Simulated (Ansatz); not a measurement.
# BN, pressure series

The parent structure is BN (space group P6_3/mmc, No. 194; a = 2.5064 Å, c = 6.6147 Å; layered, stacked along the Cartesian z axis).

Cell and atoms are relaxed at each pressure.

Level of theory: plane-wave PAW DFT at the PBE-D3(BJ) level (Ansatz, a first-principles code, 420 eV), spin-orbit coupling left out.

```
change            volume per atom  band gap  smallest direct gap
----------------  ---------------  --------  -------------------
base                      9.00 Å³   4.24 eV              4.64 eV
pressure 0.3 GPa          8.90 Å³   4.22 eV              4.64 eV
pressure 0.7 GPa          8.80 Å³   4.20 eV              4.62 eV
pressure 1.5 GPa          8.61 Å³   4.17 eV              4.55 eV
pressure 3 GPa                  …   4.12 eV              4.47 eV
pressure 5 GPa            8.09 Å³         …                    …
pressure 10 GPa           7.62 Å³         …              4.34 eV
```

Q: Fill in the withheld entries from the trend.

A: 
- pressure 3 GPa, volume per atom: 8.35 Å³
- pressure 5 GPa, band gap: 4.08 eV
- pressure 5 GPa, smallest direct gap: 4.39 eV
- pressure 10 GPa, band gap: 4.02 eV

Load acts through the strain it causes; cell and atoms are relaxed under it. No phonon test of stability was made. Competing high-pressure phases were not computed.
